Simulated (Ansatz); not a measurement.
# ZnS, response to strain

Start from ZnS in the zinc blende structure (space group F-43m, No. 216).

```
CELL_PARAMETERS angstrom
      0.00000     2.72172     2.72172
      2.72172     0.00000     2.72172
      2.72172     2.72172     0.00000
ATOMIC_POSITIONS crystal
  Zn 0.00000 0.00000 0.00000
  S  0.25000 0.25000 0.25000
```

Strains are applied to the cell and any free atomic positions relax.

Method: Ansatz (an electronic-structure program), PBE, PAW, cutoff 420 eV, scalar-relativistic without spin-orbit coupling.

Candidates:
(a) isotropic strain +2.00 %
(b) isotropic strain −2.50 %
(c) isotropic strain +2.50 %

Notes on the quantities. energy relative to the base: free energy F.

Task: Order them by energy relative to the base, lowest first.

Result: (a) isotropic strain +2.00 % (+15 meV/atom), (c) isotropic strain +2.50 % (+23 meV/atom), (b) isotropic strain −2.50 % (+27 meV/atom)

Whether these cells are dynamically stable was not tested.
